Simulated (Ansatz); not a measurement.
The starting structures come from a database of crystals and need not be the phases stable at ambient conditions.

 Where the default PAW files enter, the runs use the earlier of Ansatz's two default sets.

Tunnelling through a barrier is set by its complex band structure: the current falls as exp(−2κd) with the smallest κ.

Here is the system:

```xyz
12
Lattice="4.0585 0.0000 0.0000 0.0000 10.1134 0.0000 0.0000 0.0000 8.4456" Properties=species:S:1:pos:R:3 pbc="T T T"
Sb     1.0146     6.3080     5.2779
Sb     3.0439     3.8054     3.1677
Sb     3.0439     1.2513     7.3905
Sb     1.0146     8.8621     1.0551
S      1.0146     9.6253     7.1132
S      3.0439     0.4881     1.3324
S      3.0439     4.5686     5.5552
S      1.0146     5.5449     2.8904
I      1.0146     3.3308     0.0819
I      3.0439     6.7827     8.3637
I      3.0439     8.3875     4.1409
I      1.0146     1.7260     4.3047
```

Space group of this cell: Pnma. The cell was relaxed by PBE-D3(BJ); by PBEsol its mean pressure is -0.5 GPa.

Transport runs along the normal of the first two printed cell vectors.

The gap is the functional's own, uncorrected, and κ follows it; spin-orbit coupling is left out. Mid-gap values are interpolated between the computed energies.

Task: State the band gap and the smallest decay constant κ at mid-gap according to PBEsol (Ansatz, a quantum-chemistry and plane-wave program).

Result: Gap 1.51 eV on a 8×4×4 mesh; κ = 0.186 1/Å, at (0.250, 0.000) of the in-plane reciprocal vectors. At the zone centre, at the nearest computed energy, the slowest state has κ = 0.22 1/Å.
